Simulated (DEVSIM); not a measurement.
illuminated Si n-on-p cell, one wavelength

Device: illuminated Si n-on-p cell, one wavelength, at 350 K.

```
layer (left to right)  material  thickness (μm)  Nd (cm⁻³)  Na (cm⁻³)   τn (s)   τp (s)  absorption coefficient (cm⁻¹)
---------------------  --------  --------------  ---------  ---------  -------  -------  -----------------------------
1                            Si           0.240     2.9e18          -   2.4e-5   5.7e-6                            590
2                            Si            23.0          -     3.4e15  0.00044  0.00044                            590
```

Left contact: ohmic, minority hole recombination velocity 20000 cm/s. Right contact: ohmic, minority electron recombination velocity 40000 cm/s. Voltage is applied to the left contact. Recombination: SRH at mid-gap, radiative, Auger. Gap narrowing is on: ΔEg = 6.92 meV × (l + √(l² + 0.5)), l = ln(N/1.3e17 cm⁻³), shared equally by both band edges. Light enters at the left, 5.7e16 photons cm⁻² s⁻¹, one pass, no reflection. Mobility is μmin + (μ − μmin)/(1 + (N/Nref)^α).

The device is made up for the run: typed textbook-type constants, with dimensions and the other settings drawn at random. Values at 300 K; Nc and Nv go as T^1.5, mobilities as T to minus their exponent, the gap by Varshni's rule with the affinity fixed.

```tsv
parameter	Si
gap (eV)	1.124
affinity (eV)	4.05
permittivity	11.7
Nc (cm⁻³)	2.86e19
Nv (cm⁻³)	3.1e19
μn (cm²/Vs)	1417
μp (cm²/Vs)	470
μn,min	52
μp,min	45
Nref,n	9.7e16
Nref,p	2.2e17
αn	0.68
αp	0.72
T exponent of μn	2.3
T exponent of μp	2.2
B (cm³/s)	4.7e-15
Cn (cm⁶/s)	2.8e-31
Cp (cm⁶/s)	9.9e-32
Varshni α (eV/K)	0.000473
Varshni β (K)	636
```

Simulated with DEVSIM: 1D drift-diffusion, Boltzmann statistics, complete ionisation; no tunnelling, impact ionisation, image-force lowering or self-heating.

| Quantity | Result |
|---|---|
| Potential step across the device at zero bias | 0.731 V |
| Largest field in the device at zero bias | 82000 V/cm |
| Dark forward voltage at 1 A/cm² | 0.502 V |
| Dark forward voltage at 100 A/cm² | 0.694 V |
| Short-circuit current | 4.87 mA/cm² |
| Open-circuit voltage | 0.339 V |
| Fill factor | 0.71 |
| Largest power | 1.17 mW/cm² |
| Share of generated pairs collected at short circuit | 0.715 |

Current under light (generator sign):

| V (V) | J (mA/cm²) |
|---|---|
| 0.00 | 4.87 |
| 0.02 | 4.87 |
| 0.06 | 4.87 |
| 0.10 | 4.86 |
| 0.14 | 4.85 |
| 0.18 | 4.83 |
| 0.20 | 4.81 |
| 0.22 | 4.76 |
| 0.24 | 4.67 |
| 0.26 | 4.50 |
| 0.28 | 4.16 |
| 0.30 | 3.51 |
| 0.32 | 2.25 |
| 0.34 | -0.188 |

Dark forward current:

(V (V), J (A/cm²)): (-0.05, -2.7e-7); (-0.10, -1.7e-6); (-0.15, -9.2e-6); (-0.20, -4.9e-5); (-0.25, -0.00025); (-0.30, -0.0013); (-0.35, -0.0070); (-0.40, -0.037); (-0.45, -0.19); (-0.50, -0.93); (-0.55, -4.0); (-0.60, -14); (-0.65, -43); (-0.70, -110); (-0.75, -260); (-0.80, -520); (-0.85, -940); (-0.90, -1500); (-0.95, -2300)
